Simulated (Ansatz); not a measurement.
# CdF2: energy against volume

CdF2 (fluorite, Fm-3m, 13.005 Å³/atom and stress up to 0.01 GPa in the relaxed cell, cube axes along x, y and z) under an equal strain ε along all three axes. PBEsol in Ansatz, a plane-wave DFT program (PAW, default set), 420 eV, 11×11×11 Γ-centred mesh, Fermi-Dirac smearing 0.05 eV; ions are relaxed, or left where forces stay under 0.02 eV/Å, within the symmetry of each cell.

Here V stands for volume and E for E less E0.

| volume (Å³/atom) | E less E0 (meV/atom) | pressure (GPa) |
|---|---|---|
| 11.8697 | ? | ? |
| 12.2406 | 17.02 | 7.59 |
| 12.4289 | 9.37 | 5.47 |
| 12.6191 | 4.09 | 3.51 |
| 12.8113 | 0.96 | 1.68 |
| 13.0054 | 0.00 | 0.00 |
| 13.2014 | 0.91 | -1.56 |
| 13.3995 | 3.78 | -3.01 |
| 13.5994 | 8.40 | -4.34 |
| 13.8014 | 14.58 | -5.57 |

Q: Using the third-order Birch-Murnaghan form, a cubic in V^(-2/3), estimate the missing E at V = 11.8697 from the other rows, showing the fit.

A: With u = V^(-2/3) - 0.181, the rows have u = 0.007277, 0.005371, 0.003494, 0.001644, -0.000178, -0.001972, -0.003741, -0.005483, -0.007199. Least squares gives E = -0.014 + 104.79·u + 301869·u² + 748313·u³. Residuals (row less fit): -0.002, -0.003, 0.021, -0.017, 0.023, -0.038, 0.001, 0.037, -0.017; standard error 0.029 (degrees of freedom: 5). Its minimum lies at u = -0.000174, so V0 = (0.180826)^(-3/2) = 13.00. There d²E/du² = 603000 and d³E/du³ = 4490000, so B0 = (4/9) × 13.00^(-7/3) × 603000 × 0.160218 = 108 GPa (the last factor turns the table's units into GPa), and B0' = 4 + (2/3) × 0.180826 × (4490000)/603000 = 4.9. B0' rests on the cubic coefficient alone and has a standard error of 0.2 from these residuals. At the withheld row, u = 0.011179, so E = -0.014 + 104.79 × 0.011179 + 301869 × 0.011179² + 748313 × 0.011179³ = 39.927 meV/atom. The calculation gives 39.96 meV/atom, 0.033 meV/atom above the prediction (0.1 % of the range of E in the table). The row lies outside the fitted rows, so this is an extrapolation. From the scatter of the fitted rows alone, a prediction at this place has a standard error of 0.141 meV/atom, so the miss is 0.2 times that.

Other structures, which can take over under pressure, weren't tried. The same form fitted to the pressure column gives B0' = 4.8; series where the two differ by over 0.4 aren't shown. Rows are the converged runs of the series near zero and its far end, less any whose ions stayed unrelaxed beside relaxed ones; series whose fitted rows scatter by over a few per cent of the range, as at a crossing or softening among them, aren't shown in this form.
